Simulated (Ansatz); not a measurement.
A self-consistent single point of the (001) slab of La2O3 (cut from a parent of space group no. 164; 10 atoms in the cell) with Ansatz (a quantum-chemistry and plane-wave program).

Level of theory: PBE (plane waves, PAW; Ansatz).

```
CELL_PARAMETERS angstrom
      3.95970     0.00000     0.00000
     -1.97985     3.42920     0.00000
      0.00000     0.00000    24.51011
ATOMIC_POSITIONS crystal
  La 0.33333 0.66667 0.43641
  La 0.66667 0.33333 0.31224
  O  0.00000 0.00000 0.37432
  O  0.33333 0.66667 0.28560
  O  0.66667 0.33333 0.46305
  La 0.33333 0.66667 0.68776
  La 0.66667 0.33333 0.56359
  O  0.00000 0.00000 0.62568
  O  0.33333 0.66667 0.53695
  O  0.66667 0.33333 0.71440
```

Reference input (self-consistent single point, DFT, PBE, plane waves, default PAW files): basis.ecutwfc = 420 eV; kpoints.mp_grid.grid = 7 7 1; hamiltonian.xc = pbe; hamiltonian.pseudopotentials = {kind: paw} (the program's default PAW files); scf.occupations.method = fermi_dirac; scf.occupations.width = 0.05 eV. This run's input differs from it in these lines:

Ansatz 0.2 input:
```diff
@@ -21,3 +21,3 @@
   mp_grid:
-    grid: [7, 7, 1]
+    grid: [13, 13, 1]
 hamiltonian:
```

Output, abridged:

```
SCF iter   1: F=—  HF=-28422.999995 eV  |F-HF|=—  |Δ(HF+E_count)|=         —  Δρ=2.33e-3  dr2=2.45e-2  ethr=1.77e-3  ⟨swp⟩=8.1  Hψ=5088  notcnv=0
all-band conjugate gradients solve this SCF's bands
preconditioner: auto → Resta (q_TF=auto, 2.151 Å⁻¹)
SCF iter   2: F=—  HF=-28423.002572 eV  |F-HF|=—  |Δ(HF+E_count)|=   2.58e-3  Δρ=1.88e-3  dr2=8.31e-3  ethr=3.07e-5  ⟨swp⟩=4.0  Hψ=2432  notcnv=0  defer=74
   [... lines left out ...]
SCF iter   5: F=—  HF=-28423.002924 eV  |F-HF|=—  |Δ(HF+E_count)|=   2.23e-4  Δρ=3.38e-5  dr2=3.58e-6  ethr=7.72e-8  ⟨swp⟩=2.5  Hψ=1868  notcnv=0  defer=74
SCF iter   6: F=—  HF=-28423.002927 eV  |F-HF|=—  |Δ(HF+E_count)|=   2.96e-6  Δρ=3.05e-5  dr2=3.02e-6  ethr=4.48e-9  ⟨swp⟩=2.0  Hψ=1768  notcnv=0  defer=74
SCF iter   7: F=—  HF=-28423.002927 eV  |F-HF|=—  |Δ(HF+E_count)|=   2.39e-7  Δρ=6.85e-6  dr2=1.42e-7  ethr=3.77e-9  ⟨swp⟩=2.0  Hψ=1732  notcnv=0  defer=74
SCF iter   8: F=-28423.002927 eV  HF=-28423.002927 eV  |F-HF|=1.84e-8  |Δ(HF+E_count)|=   2.27e-7  Δρ=3.17e-6  dr2=3.24e-8  ethr=1.25e-10  ⟨swp⟩=22.7  Hψ=6294  notcnv=0
SCF 1 converged in 8 iterations: F = -28423.002927 eV  dr2 = 3.24e-8
Free energy (F): -28423.002927 eV
Internal energy: -28423.002927 eV  (E = F + TS)
E sigma→0 (E₀):  -28423.002927 eV
Fermi energy:    3.828366 eV
--- Forces (eV/Å), atoms counted from 1 ---
  atom   1  La    -0.00000000     0.00000000    -0.03249739
  atom   2  La    -0.00000000    -0.00000000    -0.31865056
  atom   3  O      0.00000000     0.00000000     0.08410773
  atom   4  O      0.00000000    -0.00000000     0.28358826
  atom   5  O      0.00000000     0.00000000     0.04948293
  atom   6  La     0.00000000     0.00000000     0.31865056
  atom   7  La     0.00000000    -0.00000000     0.03249739
  atom   8  O     -0.00000000    -0.00000000    -0.08410773
  atom   9  O     -0.00000000    -0.00000000    -0.04948293
  atom  10  O      0.00000000     0.00000000    -0.28358826
--- Stress (GPa, compression-positive) ---
       -3.306982      -0.000000      -0.000000
       -0.000000      -3.306982       0.000000
       -0.000000       0.000000      -0.268135
  P = ⅓ Tr σ = -2.2940 GPa (-22.940 kbar)
  The stress holds the Pulay correction. Without it, at fixed plane waves, as pw.x and ABINIT print it: P = -2.5102 GPa
```

The run converged in 8 iterations. Against the reference run the free energy is nearly the same (within 1 meV/atom), the largest force stays at 0.319 eV/Å and the gap on the mesh goes from 3.978 to 3.943 eV.

The starting cell has typed, rounded lattice constants, without a prior relaxation at this level. The slab is cut from that crystal, and its faces are unrelaxed. Its lattice was rescaled by up to half a per cent. Spin polarisation is off, though cut faces can carry moments; a gap of a slab can lie between surface states.
